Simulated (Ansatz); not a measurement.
Band structure of AlAs (F-43m, 2 atoms in the cell).

```yaml
crystal:
  lattice:
    - [0.00000, 2.83000, 2.83000]
    - [2.83000, 0.00000, 2.83000]
    - [2.83000, 2.83000, 0.00000]
  atoms:
    - { symbol: Al, position: [0.00000, 0.00000, 0.00000] }
    - { symbol: As, position: [0.25000, 0.25000, 0.25000] }
```

Method: PBE (plane waves, PAW; Ansatz, an electronic-structure program).

Settings: basis.ecutwfc = 30.9 Ry; kpoints.mp_grid.grid = 8 8 8; hamiltonian.xc = pbe; hamiltonian.pseudopotentials = {kind: paw} (the program's default PAW files); scf.occupations.method = fermi_dirac; scf.occupations.width = 0.0037 Ry; kpoints.band_path.npoints = 8.

The starting cell has typed, rounded lattice constants, without a prior relaxation at this level.

Task: Predict the gap along the standard path and the places of the band edges.

Result: The gap along the path is 1.44 eV, from Γ to X; the smallest direct gap on it is 2.06 eV.

Levels in eV from the top of the valence band on the path, bands 6 to 12:
| point | 6 | 7 | 8 | 9 | 10 | 11 | 12 |
|---|---|---|---|---|---|---|---|
| Γ | -11.87 | 0.00 | 0.00 | 0.00 | 2.06 | 4.30 | 4.30 |
| X | -9.90 | -5.42 | -2.17 | -2.17 | 1.44 | 2.30 | 10.33 |
| W | -9.87 | -5.08 | -3.17 | -2.81 | 4.33 | 5.65 | 5.72 |
| K | -9.93 | -5.16 | -3.40 | -1.80 | 2.25 | 4.98 | 8.18 |
| L | -10.45 | -5.56 | -0.82 | -0.82 | 2.15 | 4.69 | 4.69 |
| U | -9.93 | -5.16 | -3.40 | -1.80 | 2.25 | 4.98 | 8.18 |

Keys are those of Ansatz 0.2.
